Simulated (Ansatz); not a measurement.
Base system: Rb$_{3}$As (space group P6/mmm, No. 191; a hypothetical phase, not in the database extracts checked).

```yaml
crystal:
  lattice:
    - [6.18618, 0.00000, 0.00000]
    - [-3.09309, 5.35739, 0.00000]
    - [0.00000, 0.00000, 6.76787]
  atoms:
    - { symbol: Rb, position: [0.00000, 0.00000, 0.50000] }
    - { symbol: Rb, position: [0.33333, 0.66667, 0.00000] }
    - { symbol: Rb, position: [0.66667, 0.33333, 0.00000] }
    - { symbol: As, position: [0.00000, 0.00000, 0.00000] }
```

Cartesian axes are those of the cell as printed.

Calculations: PBEsol, PAW, 420 eV (Ansatz, a quantum-chemistry and plane-wave program; scalar-relativistic without spin-orbit coupling).

One thing is altered: an isotropic linear strain of −1.14 %, atoms relaxed at fixed cell.

Predict the stress tensor and what it implies for the stiffness.

Stress of the strained cell less that of the base (GPa, compression positive):
```
    0.4     0.0     0.0
    0.0     0.4     0.0
    0.0     0.0     0.3
```

Then B = −ΔP/(ΔV/V₀) with ΔV/V₀ = -0.0338 gives secant stiffness values (nonlinear terms included at this strain): B (at held cell shape, above the free-shape value) ≈ 10 GPa.

No phonon test of stability was made. All final runs are without spin polarisation.
